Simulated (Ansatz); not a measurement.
Base system: CaB2C2 (space group I4/mcm, No. 140; a cell from a computed database, its experimental status unchecked).

```xyz
10
Lattice="-2.6727 2.6727 3.6963 2.6727 -2.6727 3.6963 2.6727 2.6727 -3.6963" Properties=species:S:1:pos:R:3 pbc="T T T"
Ca     0.0000     0.0000     5.5445
Ca     0.0000     0.0000     1.8482
B      1.9321    -0.7406     3.6963
B      0.7406     3.4133     0.0000
B      0.7406     1.9321     3.6963
B      1.9321     0.7406     0.0000
C      1.8195     0.8532     3.6963
C      0.8532     1.8195     0.0000
C     -0.8532     1.8195     3.6963
C      3.5259     0.8532     0.0000
```

Cartesian axes are those of the cell as printed.

Level of theory: Ansatz (an electronic-structure program) r2SCAN, spin-orbit coupling left out, earlier PAW set.

It is then changed as follows: every lattice vector is shortened by 2.93 %; the atoms relax in the strained cell.

Question: Predict the stress tensor and what it implies for the stiffness.

Answer: Stress of the strained cell less that of the base (GPa, compression positive):
```
  23.85    0.00    0.00
   0.00   23.85    0.00
   0.00    0.00    6.64
```

Then B = −ΔP/(ΔV/V₀) with ΔV/V₀ = -0.0853 gives secant stiffness values (nonlinear terms included at this strain): B (at held cell shape, above the free-shape value) ≈ 212 GPa.

As a check, the harmonic strain energy −½ V₀ Δσ:ε is 52 meV/atom; the computed energy rise is 48 meV/atom.

Whether these cells are dynamically stable was not tested.
